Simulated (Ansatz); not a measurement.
The structure below was relaxed with PBEsol (Ansatz, an electronic-structure program, PAW, scalar-relativistic without spin-orbit coupling), earlier PAW set.

Space group Im-3m (No. 229); a = b = c = 3.1545 Å, α = β = γ = 90.00°

```json
[
 {"atom": "W", "site": "2a", "symmetry": "m-3m", "x": "0.0000", "y": "0.0000", "z": "0.0000"}
]
```

Write out a cell with all atoms.


```
W
1.0
    3.15448     0.00000     0.00000
    0.00000     3.15448     0.00000
    0.00000     0.00000     3.15448
W
2
Direct
  0.00000   0.00000   0.00000
  0.50000   0.50000   0.50000
```
This is the conventional cell.

Stability against distortions was not tested. All final runs are without spin polarisation. The cell was made from Mo by this change: Mo → W.
